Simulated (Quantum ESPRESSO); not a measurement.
## A short convergence ladder for F2 (P1, 4 atoms in the cell)

```
CELL_PARAMETERS angstrom
      2.56910    -1.59194     0.00000
      2.56910     1.59194     0.00000
     -0.56492     0.00000     6.63070
ATOMIC_POSITIONS crystal
  F  0.59666 0.91616 0.60550
  F  0.40417 0.08467 0.40204
  F  0.08467 0.40417 0.90204
  F  0.91533 0.59583 0.09796
```

Base method: PBEsol, GBRV 1.5 ultrasoft (PBESOL) pseudopotentials (plane waves; Quantum ESPRESSO).

Base settings: ecutwfc = 40 Ry; ecutrho = 200 Ry; occupations = smearing; smearing = fd; degauss = 0.000734986 Ry; potentials = {F: f_pbesol_v1.4.uspp.F.UPF}; K_POINTS = automatic 5 5 2 0 0 0; conv_thr = 1e-08 Ry; mixing_beta = 0.4.

**The width of Fermi-Dirac smearing**

The mesh stays at the base's, so the ladder's end is converged at best in this setting alone.

Only quantities that move along the ladder and can be compared are tabulated.

```tsv
degauss	free energy less the last step's (meV/atom)	pressure (GPa)	largest difference of a force vector from the last step's (eV/Å)
0.073499 Ry	-480.63	11.34	4.854
0.036749 Ry	-56.54	0.77	1.387
0.0147 Ry	-0.35	-2.49	0.030
0.0073499 Ry	0.00	-2.54	0.000
0.00147 Ry	0.00	-2.54	0.000
```

Widest degauss that holds the free energy within 1 meV/atom of the last step, with all finer ones: 0.0147 Ry; the step before is off by 57 meV/atom.

Widest degauss that holds the forces within 0.005 eV/Å of the last step, with all finer ones: 0.0073499 Ry; the step before is off by 0.030 eV/Å.

Widest degauss that holds the pressure within 0.1 GPa of the last step, with all finer ones: 0.0147 Ry; the step before is off by 3.3 GPa.

On the base run: the starting cell comes from a database of computed structures (which also holds hypothetical and non-ambient phases and stackings), without a prior relaxation at this level. Its lattice was rescaled by up to half a per cent. One atom was moved a little off its site on purpose. In the base run, forces exceed 1 eV/Å.
